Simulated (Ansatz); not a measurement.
**How far PBE and r2SCAN part for hypothetical cubic perovskite RbGeF3**

The reference is RbGeF₃ in the cubic perovskite structure (space group Pm-3m, No. 221; a = 4.4908 Å; a hypothetical phase, not in the database extracts checked).

(Cell as relaxed with PBE.)

Levels (all Ansatz, an electronic-structure program, PAW): PBE (420 eV, no spin-orbit coupling); r2SCAN (500 eV, no spin-orbit coupling).

Each level relaxes its own structure.

| quantity | PBE | r2SCAN |
|---|---|---|
| volume per atom | 18.11 Å³ | ___ |
| lattice parameter a | 4.491 Å | ___ |
| band gap | 2.02 eV | ___ |
| gap character | direct at R | ___ |
| electron mass (degenerate bands, along [100]) | 0.18, 1.2, 1.2 mₑ | ___ |
| hole mass | 0.26 mₑ | ___ |

Question: Given the PBE results, estimate those of r2SCAN.

Answer: 
- volume per atom, r2SCAN: 17.32 Å³
- lattice parameter a, r2SCAN: 4.424 Å
- band gap, r2SCAN: 2.06 eV
- gap character, r2SCAN: direct at R
- electron mass (degenerate bands, along [100]), r2SCAN: 0.17, 1.1, 1.1 mₑ
- hole mass, r2SCAN: 0.24 mₑ

PBE's volume per atom lies 0.797 Å³ above r2SCAN's (4.6 %); PBE's lattice parameter a lies 0.067 Å above r2SCAN's (1.5 %); PBE's band gap lies 0.04 eV below r2SCAN's; the two agree on the gap character. Neither level is exact; r2SCAN is the comparison here, not a measurement.

Effective masses come from finite differences of ±0.01 Å⁻¹. No phonon test of stability was made. Many cubic perovskites are stable only at high temperature; tilts and polar distortions were not tested.
